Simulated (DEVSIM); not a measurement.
Structure: abrupt Si n-p junction, at 300 K.

Layer 1 from the left is Si, thickness (μm) 0.200, Nd (cm⁻³) 6.6e15, τn (s) 2e-7, τp (s) 2e-7. Layer 2 from the left is Si, thickness (μm) 39.0, Na (cm⁻³) 1.6e14, τn (s) 2e-7, τp (s) 2e-7.

Left contact: ohmic. Right contact: ohmic. Voltage is applied to the left contact. Recombination: SRH at mid-gap, radiative, Auger. Mobility is constant in doping.

The device is made up for the run: typed textbook-type constants, with dimensions and the other settings drawn at random. Values at 300 K.

Si: gap (eV) 1.124, affinity (eV) 4.05, permittivity 11.7, Nc (cm⁻³) 2.86e19, Nv (cm⁻³) 3.1e19, μn (cm²/Vs) 1417, μp (cm²/Vs) 470, B (cm³/s) 4.7e-15, Cn (cm⁶/s) 2.8e-31, Cp (cm⁶/s) 9.9e-32.

**Question.** Estimate by hand the built-in potential, the peak field at zero bias, and compare with a numerical solution.

**Answer.** 
- Built-in potential: ni = √(Nc Nv) exp(−Eg/2kT) = 1.08e10 cm⁻³ with Eg = 1.124 eV; Vbi = kT/q ln(Na Nd/ni²) = 0.593 V; numerical 0.593 V.
- Peak field at zero bias: depletion approximation: W = √(2εVbi/(qN)) = 2.22 μm with N = 1.56e14 cm⁻³; field = 2Vbi/W = 5350 V/cm; numerical 6170 V/cm (estimate below by 13 %).

Simulated with DEVSIM: 1D drift-diffusion, Boltzmann statistics, complete ionisation; no tunnelling, impact ionisation, image-force lowering or self-heating.
